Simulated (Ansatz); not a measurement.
Ansatz (a quantum-chemistry and plane-wave program) run on BaNiS2 (P4/nmm, 8 atoms in the cell): self-consistent single point.

Method: LDA (PW92), PAW files made with PBE (plane waves; Ansatz).

The change in words: lattice scaled by 0.98. Reference geometry:
```yaml
crystal:
  lattice:
    - [4.32851, 0.00000, 0.00000]
    - [0.00000, 4.32851, 0.00000]
    - [0.00000, 0.00000, 8.78504]
  atoms:
    - { symbol: Ba, position: [0.00000, 0.50000, 0.19784] }
    - { symbol: Ba, position: [0.50000, 0.00000, 0.80216] }
    - { symbol: Ni, position: [0.50000, 0.00000, 0.41493] }
    - { symbol: Ni, position: [0.00000, 0.50000, 0.58507] }
    - { symbol: S, position: [0.50000, 0.50000, 0.50000] }
    - { symbol: S, position: [0.00000, 0.00000, 0.50000] }
    - { symbol: S, position: [0.50000, 0.00000, 0.15764] }
    - { symbol: S, position: [0.00000, 0.50000, 0.84236] }
```

Reference input (self-consistent single point, DFT, LDA (PW92), plane waves, PAW files made with PBE): basis.ecutwfc = 420 eV; kpoints.mp_grid.grid = 6 6 3; hamiltonian.xc = lda; hamiltonian.pseudopotentials = {kind: paw} (an earlier, softer set of the program's PAW files); scf.occupations.method = fermi_dirac; scf.occupations.width = 0.05 eV. This run's input differs from it in these lines:

```diff
@@ -3,5 +3,5 @@
   lattice:
-    - [4.32851300, 0.00000000, 0.00000000]
-    - [0.00000000, 4.32851300, 0.00000000]
-    - [0.00000000, 0.00000000, 8.78504300]
+    - [4.24194300, 0.00000000, 0.00000000]
+    - [0.00000000, 4.24194300, 0.00000000]
+    - [0.00000000, 0.00000000, 8.60934200]
   atoms:
```

Log, with long lists cut:

```
SCF iter   1: F=—  HF=-26599.716493 eV  |F-HF|=—  |Δ(HF+E_count)|=         —  Δρ=5.62e-2  dr2=2.49e1  ethr=3.10e-3  ⟨swp⟩=11.4  Hψ=5093  notcnv=0
all-band conjugate gradients solve this SCF's bands
preconditioner: auto → Kerker (q_TF=auto, 2.444 Å⁻¹)
SCF iter   2: F=—  HF=-26597.184919 eV  |F-HF|=—  |Δ(HF+E_count)|=    2.53e0  Δρ=3.31e-2  dr2=1.11e1  ethr=3.10e-3  ⟨swp⟩=3.1  Hψ=1910  notcnv=0  defer=33
   [... lines left out ...]
SCF iter   9: F=—  HF=-26594.887622 eV  |F-HF|=—  |Δ(HF+E_count)|=   4.26e-6  Δρ=8.00e-5  dr2=8.99e-6  ethr=1.24e-7  ⟨swp⟩=2.5  Hψ=1447  notcnv=0  defer=40
SCF iter  10: F=—  HF=-26594.887621 eV  |F-HF|=—  |Δ(HF+E_count)|=   1.11e-6  Δρ=2.18e-5  dr2=8.76e-7  ethr=1.12e-8  ⟨swp⟩=2.5  Hψ=1642  notcnv=0  defer=40
SCF iter  11: F=—  HF=-26594.887621 eV  |F-HF|=—  |Δ(HF+E_count)|=   7.63e-8  Δρ=8.57e-6  dr2=1.73e-7  ethr=1.10e-9  ⟨swp⟩=2.2  Hψ=1516  notcnv=0  defer=40
SCF iter  12: F=-26594.887621 eV  HF=-26594.887621 eV  |F-HF|=8.48e-9  |Δ(HF+E_count)|=   2.17e-8  Δρ=2.83e-6  dr2=1.93e-8  ethr=1.25e-10  ⟨swp⟩=15.8  Hψ=5294  notcnv=0
SCF 1 converged in 12 iterations: F = -26594.887621 eV  dr2 = 1.93e-8
Free energy (F): -26594.887621 eV
Internal energy: -26594.855130 eV  (E = F + TS)
E sigma→0 (E₀):  -26594.871375 eV
Entropy (-TS):   -0.032491 eV (-4.061 meV/atom)
Fermi energy:    10.579578 eV
--- Forces (eV/Å), atoms counted from 1 ---
  atom   1  Ba     0.00000000     0.00000000     0.13693039
  atom   2  Ba     0.00000000     0.00000000    -0.13693039
  atom   3  Ni     0.00000000     0.00000000    -0.18696112
  atom   4  Ni     0.00000000     0.00000000     0.18696112
  atom   5  S      0.00000000     0.00000000     0.00000000
  atom   6  S      0.00000000     0.00000000     0.00000000
  atom   7  S      0.00000000     0.00000000    -0.35564231
  atom   8  S      0.00000000     0.00000000     0.35564231
--- Stress (GPa, compression-positive) ---
        4.019671       0.000000       0.000000
        0.000000       4.019671       0.000000
        0.000000       0.000000       2.344713
  P = ⅓ Tr σ = 3.4614 GPa (34.614 kbar)
  The stress holds the Pulay correction. Without it, at fixed plane waves, as pw.x and ABINIT print it: P = 3.4048 GPa
```

The run converged in 12 iterations. Against the reference run the free energy goes up by 4.5 meV/atom, the pressure goes from -1.97 to 3.46 GPa and the largest force goes from 0.109 to 0.356 eV/Å.

The starting cell comes from a database of computed structures (which also holds hypothetical and non-ambient phases and stackings), without a prior relaxation at this level. Its lattice was rescaled by a random factor within 2.5 % of one. For this run, on top of that: lattice scaled by 0.98. Spin polarisation is off, so a magnetic state, if there is one, cannot be reached. With a pressure of about 3 GPa the cell is away from its equilibrium volume at this level. Ansatz's pressure includes its estimate of the finite-basis (Pulay) stress.

Keys are those of Ansatz 0.2.
